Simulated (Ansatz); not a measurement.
Functionals compared on a constructed model of the (110) surface of bcc W, a pseudomorphic layer of Ta in the host's stacking (bottom of the slab: a bare face, its two planes held), in Ansatz (plane waves, PAW). The structure was relaxed with PBE; the other rows are single points on it. Cutoff 420 eV (500 eV for r2SCAN).

Set-up: 7 atoms, 14.3 Å thick at the start with caps and adatoms; mesh 14x14x1; 0.1 eV smearing; dipole correction on; 2 atoms held, the rest relaxed; symmetry of the start imposed; no spin, no spin-orbit, no U. It is one candidate, not shown to be the stable structure of the face. These notes are the PBE run's.

```csv
functional,work function of the top face (eV),rough cost of the single point
PBE,4.77,–
RPBE,?,very roughly 60 core-seconds
r2SCAN,4.87,around 2.3 core-minutes (rough)
```

**Question.** What belongs in the gaps?

**Answer.** 
- RPBE, work function of the top face (eV): 4.65

Ansatz is a quantum-chemistry and plane-wave program.
